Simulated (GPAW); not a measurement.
A self-consistent single point of TmZn (Pm-3m, 4 atoms in the cell) with GPAW.

Method of the run: LDA (Perdew-Wang 92), GPAW PAW datasets LDA (gpaw-data 1.0.1) (plane waves; GPAW).

The change in words: 2 x 1 x 1 supercell; kpts: 5 5 5 → 3 5 5; nbands: -6 → -8. Reference geometry:
```
TmZn
1.0
    3.48325     0.00000     0.00000
    0.00000     3.48325     0.00000
    0.00000     0.00000     3.48325
Tm Zn
1 1
Direct
  0.00000   0.00000   0.00000
  0.50000   0.50000   0.50000
```
Moments meant for the start (each program seeds them in its own way; μB, in the order of the atoms Tm Zn): 2.0 0.0.

Reference input (self-consistent single point, DFT LDA (Perdew-Wang 92), plane waves, GPAW PAW datasets LDA (gpaw-data 1.0.1)): spinpol = true; mode = pw; ecut = 850 eV; xc = LDA; kpts = 5 5 5; mesh shift (steps) = 0 0 0; occupations.name = fermi-dirac; occupations.width = 0.1 eV; nbands = -6; convergence.density = 1e-05 e/electron; symmetry.symmorphic = false; symmetry.tolerance = 0.0005. This run's input differs from it in these lines:

```diff
@@ -4,4 +4,4 @@
 
-atoms = Atoms(['Tm', 'Zn'],
-              cell=[[3.483249, 0.000000, 0.000000],
+atoms = Atoms(['Tm', 'Tm', 'Zn', 'Zn'],
+              cell=[[6.966498, 0.000000, 0.000000],
                     [0.000000, 3.483249, 0.000000],
@@ -9,6 +9,8 @@
               scaled_positions=[[0.000000, 0.000000, 0.000000],
-                                [0.500000, 0.500000, 0.500000]],
+                                [0.500000, 0.000000, 0.000000],
+                                [0.250000, 0.500000, 0.500000],
+                                [0.750000, 0.500000, 0.500000]],
               pbc=True)
 
-atoms.set_initial_magnetic_moments([2.0, 0.0])
+atoms.set_initial_magnetic_moments([2.0, 2.0, 0.0, 0.0])
 
@@ -17,5 +19,5 @@
             xc='LDA',
-            kpts=(5, 5, 5),
+            kpts=(3, 5, 5),
             occupations=FermiDirac(0.1),
-            nbands=-6,
+            nbands=-8,
             convergence={'density': 1e-05},
```

The program printed (abridged):

```
     iter     time        total  log10-change:  magmom
                         energy   eigst   dens
iter:   1 --:--:--   -32.053129                   +3.6813
iter:   2 --:--:--   -22.243068   -0.65  -1.28    +1.3439
iter:   3 --:--:--   -66.767575   +0.64  -1.34    +0.0227
iter:   4 --:--:--   -13.967473   -0.30  -0.69    -0.8733
iter:   5 --:--:--   -13.613856   -1.42  -1.19    -0.1214
   [... 5 lines left out ...]
iter:  11 --:--:--    -9.490584   -2.83  -1.95    +0.1213
iter:  12 --:--:--    -9.517186   -1.60  -2.20    +0.0720
iter:  13 --:--:--    -9.395907   -2.84  -2.59    +0.1125
   [... lines left out ...]
iter: 120 --:--:--   -13.362328   -0.99  -2.06    -2.9159

Did not converge!

Here are some tips:

1) Make sure the geometry and spin-state is physically sound.
2) Use less aggressive density mixing.
3) Solve the eigenvalue problem more accurately at each scf-step.
4) Use a smoother distribution function for the occupation numbers.
5) Try adding more empty states.
6) Use enough k-points.
7) Don't let your structure optimization algorithm take too large steps.
8) Solve the Poisson equation more accurately.
9) Better initial guess for the wave functions.

See details here:

    https://gpaw.readthedocs.io/documentation/convergence.html
Traceback (most recent call last):
   [... frames left out ...]
gpaw.KohnShamConvergenceError: Did not converge!  See text output for help.
```

The run ended unconverged after 120 iterations. 

The starting cell comes from a database of computed structures (which also holds hypothetical and non-ambient phases and stackings), without a prior relaxation at this level. Its lattice was rescaled by up to half a per cent. Spin-orbit coupling is off.

Cost on one core of a shared machine: roughly 10 min.
